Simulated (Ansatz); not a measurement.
Structure of amorphous Ga24O39La2 (periodic cell):

```
Ga24La2O39
1.0
    9.04029     0.02549    -0.10581
    0.02549     9.50103     0.20043
   -0.10581     0.20043     9.65184
Ga O La
24 39 2
Cartesian
  7.23230   6.15181   1.66448
  2.47343   6.84314   4.12929
  4.78767   4.34904   0.03882
  1.17739   8.66434   6.54367
  8.52412   7.26264   4.65877
  8.10619   4.58315   9.22986
  7.33214   4.81816   6.50259
  2.55896   8.63938   1.12964
  1.32750   0.38732   3.45347
  4.94382   0.63276   0.02930
  4.40559   7.62884   8.21790
  5.64520   4.13550   3.74667
  0.10366   1.35126   9.17073
  6.89636   2.40284   1.37812
  7.16137   0.33420   4.49605
  6.65314   1.74486   7.36607
  1.46785   6.68361   8.43438
  3.42633   2.47243   1.96489
  5.66248   7.07239   4.40115
  7.48362   7.94984   8.21626
  4.06351   5.08230   6.39648
  1.75843   5.31814   1.43043
  1.22527   3.58301   7.21508
  8.03257   8.92439   1.66240
  1.85899   2.10221   3.00826
  8.92982   5.08344   1.33893
  7.12259   3.28322   3.00384
  1.90982   5.32305   3.28406
  6.50943   0.57089   1.23632
  5.68706   5.85943   2.90586
  4.01278   6.48673   5.11579
  7.17912   6.12183   5.09929
  8.98016   4.05756   5.79874
  5.57297   4.23932   5.66578
  7.17898   3.46691   7.83299
  0.34124   8.11550   8.12941
  7.66290   0.52231   8.26789
  1.08256   4.86608   8.60739
  2.12629   6.86160   0.54301
  1.17311   7.00652   5.42539
  7.34394   7.59285   0.46035
  4.86020   1.38937   7.85374
  5.87778   8.04703   7.27682
  8.49207   0.64237   3.13031
  3.16988   4.13725   1.04301
  8.52805   2.61702   0.46019
  2.73034   7.64892   7.39674
  3.31926   0.88624   1.00167
  7.74231   5.98810   7.93426
  5.69034   8.86269   4.20713
  1.26534   1.88539   7.88283
  4.29542   5.60316   8.19531
  1.97080   0.40535   5.24909
  2.84245   3.71503   6.26712
  6.45063   1.66711   5.51585
  2.36911   8.38088   3.04908
  4.38524   2.81115   3.53517
  4.28502   8.32938   0.17286
  6.51356   4.79423   0.55676
  8.34285   8.78963   5.71377
  5.16642   2.60596   0.61076
  0.72643   9.41447   1.06017
  8.16776   7.40825   2.85506
  3.99077   1.64901   5.63236
  0.28373   3.61023   3.67365
```

Methods: PBE, scalar-relativistic without spin-orbit coupling (Ansatz, an electronic-structure program); r2SCAN, scalar-relativistic without spin-orbit coupling (Ansatz); HSE06, scalar-relativistic without spin-orbit coupling (Ansatz). Neutral PBE cell, which sets geometry, pressure and energy: sampling: a 2×2×2 Γ-centred mesh; Fermi-Dirac width 0.02 eV; no spin polarisation. Exact exchange is cut at the faces of this 9 Å cell, which leaves hybrid gaps a finite-size error.

The cell was made by melting and quenching with the CHGNet potential and then relaxed with DFT. O atoms were pushed apart under 1.9 Å during the dynamics, to hinder bonds among them. The hot cell started wider than the set density and was brought back towards it in steps. It is the lowest in DFT energy of 2 quenches. It is a model cell: composition and starting density were chosen by hand, and all elements were melted together. No dispersion term was used. The simulated quench is rapid and tends to freeze in more defects than a deposited or slowly cooled glass has. One small periodic cell is one sample of the glass; other quenches scatter about these values. The volume was held where the preparation left it and the shape relaxed.

Q: Give the pressure, the energy against reference phases and the spacing of the highest filled and lowest empty levels.

A: 
| Quantity | Result |
|---|---|
| Pressure on a 2×2×2 Γ-centred mesh | 25.0 kbar |
| Largest force and stress component on that mesh (the relaxation ran on the zone centre alone) | 0.08 eV/Å and 2.6 GPa |
| Energy relative to beta Ga2O3 + hexagonal La2O3 (lowest mix at this level among the phases computed, not always the ambient ones) | 0.106 eV/atom |
| Level gap on a 2×2×2 Γ-centred mesh (PBE) | 1.77 eV |
| Level gap at the zone centre (PBE) | 1.76 eV |
| Level gap at the zone centre (r2SCAN) | 2.29 eV |
| Level gap at the zone centre (HSE06) | 3.45 eV |
| Distance between the nearest levels spread over more than a fifth of the atoms or a third of the atoms of their main element (six at least) (PBE, zone centre) | 2.31 eV |

Q: At PBE and the zone centre, how localised are the states just below and above the Fermi level (participation number: the atoms over which a state spreads)?

A: The highest filled state is spread over 3.7 atoms' worth, largest on O43, with weights by element (charge in smoothed Voronoi cells) O 0.96, Ga 0.04, La 0.00. The lowest empty state is spread over 58.7 atoms' worth, largest on Ga3, with weights by element (charge in smoothed Voronoi cells) O 0.55, Ga 0.43, La 0.02.

At PBE the levels at the filled edge of the gap are localised (band-tail or defect states), and the nearest spread-out levels lie 2.3 eV apart at the zone centre.

Cut-offs for bonds: Ga-Ga 2.68 Å, Ga-O 2.32 Å, Ga-La 3.32 Å, O-O 1.58 Å, O-La 3.00 Å, La-La 3.96 Å. Two cations that share two anions don't count as bonded, nor two that share one unless they lie closer than Ga-Ga 2.61 Å, Ga-La 3.23 Å, La-La 3.85 Å.

Added carriers, by Ansatz with PBE, scalar-relativistic without spin-orbit coupling on the zone centre alone. Charged cells keep the cell fixed and stand in a uniform background, with no image correction, at a width of 0.01 eV; where the count is odd the moment is locked at 1 μB, unless the neutral cell bore moments. Each starts from the undistorted neutral geometry alone. PBE's self-interaction favours spread-out carriers, so it can miss traps that a hybrid finds.

Q: What happens at PBE when the cell takes an extra electron and the atoms relax?

A: Relaxation lowers the charged cell by 0.02 eV. The largest moves are O54 0.03 Å, O51 0.02 Å, O47 0.02 Å, O44 0.02 Å. The level that holds the added charge spreads over 58.6 atoms' worth, most on Ga3 (weight 0.04): a carrier spread over the cell. No bond crosses its cut-off with a change of over 0.15 Å (metal-metal contacts aside). Made neutral again at that geometry, the cell lies +0.01 eV from the neutral start.

Q: What happens at PBE when the cell takes a hole and the atoms relax?

A: Relaxation lowers the charged cell by 0.30 eV. The largest moves are O43 0.26 Å, Ga20 0.19 Å, O38 0.19 Å, O42 0.13 Å. The level that was emptied spreads over 3.3 atoms' worth, most on O49 (weight 0.45): a localised (trapped) carrier, which neighbours of that atom can share. No bond crosses its cut-off with a change of over 0.15 Å (metal-metal contacts aside). Made neutral again at that geometry, the cell lies +0.71 eV from the neutral start (a closed shell was imposed there, with levels 0.40 eV apart, so this is an upper bound).
